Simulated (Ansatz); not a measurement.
# Hypothetical zinc blende NaI: response to strain

Consider NaI in the zinc blende structure (space group F-43m, No. 216; a = 7.1634 Å; a hypothetical phase, not in the database extracts checked). Axes: x, y, z lie along the cube axes.

Strains are applied to the cell and any free atomic positions relax; under biaxial strain the out-of-plane vector relaxes too; under stress the whole cell relaxes.

Calculations: plane-wave PAW DFT at the PBE level (Ansatz, a quantum-chemistry and plane-wave program, 420 eV), no SOC.

```csv
case,volume per atom,electron mass,band gap
base,45.95 Å³,0.36 mₑ (at Γ),3.77 eV
"biaxial strain +2.26 %, plane normal [001], relaxed out of plane",46.11 Å³,0.37 mₑ (at Γ),3.72 eV
isotropic strain −2.22 %,42.96 Å³,0.35 mₑ (at Γ),3.89 eV
isotropic strain −1.35 %,44.11 Å³,0.36 mₑ (at Γ),3.84 eV
uniaxial strain ε_xx = +0.20 %,46.04 Å³,0.37 mₑ (at Γ),3.77 eV
uniaxial strain ε_yy = +2.23 %,46.97 Å³,0.37 mₑ (at Γ),3.73 eV
uniaxial strain ε_zz = −1.42 %,45.30 Å³,0.36 mₑ (at Γ),3.78 eV
tensor shear ε_yz = −0.70 %,45.95 Å³,0.36 mₑ (at Γ),3.75 eV
"uniaxial stress, 0.5 GPa compression along x",39.22 Å³,"0.33 mₑ along x, 0.30 mₑ across (at Γ)",3.21 eV
"uniaxial stress, 1 GPa compression along z",37.70 Å³,"0.32 mₑ along z, 0.29 mₑ across (at Γ)",3.01 eV
```

Spin-orbit coupling, missing from the scalar runs, can matter with I. Masses are band curvatures over ±0.01 Å⁻¹ around the edge. Stability under load was not tested beyond the relaxation. Under uniaxial stress, 0.5 GPa compression along x and uniaxial stress, 1 GPa compression along z the cell changed shape so far that it is another structure.
